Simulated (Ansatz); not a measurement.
Start from SbN in the rock salt structure (space group Fm-3m, No. 225; a = 4.923 Å; a hypothetical phase, not in the database extracts checked). Axes: x, y, z lie along the cube axes.

All numbers come from PBEsol in Ansatz (plane waves to 420 eV, PAW, spin-orbit coupling left out).

For the base:

```
Quantity                        Result
-----------------------------  -------
Shortest interatomic distance  2.462 Å
```

Perturbation: tensor shear ε_xz = +2.46 % (engineering shear γ = 0.0492); the atoms relax in the strained cell.

How does this affect the energy relative to the base?

The energy rises by 4.7 meV/atom.

What happens to the shortest interatomic distance?

The shortest interatomic distance remains 2.462 Å.

A case with no gap was solved on a k-mesh chosen for an insulator, which is coarse for it. Stability against distortions was not tested. All final runs are without spin polarisation.

Ansatz is a quantum-chemistry and plane-wave program.
